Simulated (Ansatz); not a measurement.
Functionals compared on a constructed model of the (0001) surface of 4H silicon carbide, Si-terminated, (√3x√3)R30° Ag adatom at H3 (bottom of the slab: 3 H on 3 bottom sites), in Ansatz (plane waves, PAW). The structure was relaxed with PBE; the other rows are single points on it. Cutoff 420 eV (500 eV for r2SCAN).

Model: 28-atom slab, 11.3 Å thick at the start with caps and adatoms (thin: gaps and levels are the slab's own), 6x6x1 mesh, Fermi-Dirac 0.025 eV, dipole correction, 6 atoms held, the rest relaxed; symmetry of the start imposed; no spin (no spin-polarised run to compare, though such a face may carry moments), no spin-orbit, no U. The slab shows no gap on its mesh. In PBE it is, or lies within 0.01 eV a 1x1 cell of, the lowest of the 2 structures of its composition computed so far; subsurface sites and larger cells were not tried. These notes are the PBE run's.

```json
[
 {"functional": "PBE", "work function of the top face (eV)": "4.18", "rough cost of the single point": "–"},
 {"functional": "r2SCAN", "work function of the top face (eV)": "4.17", "rough cost of the single point": "about 2.1 core-minutes (a rough figure)"}
]
```

Ansatz is a program for electronic structure.
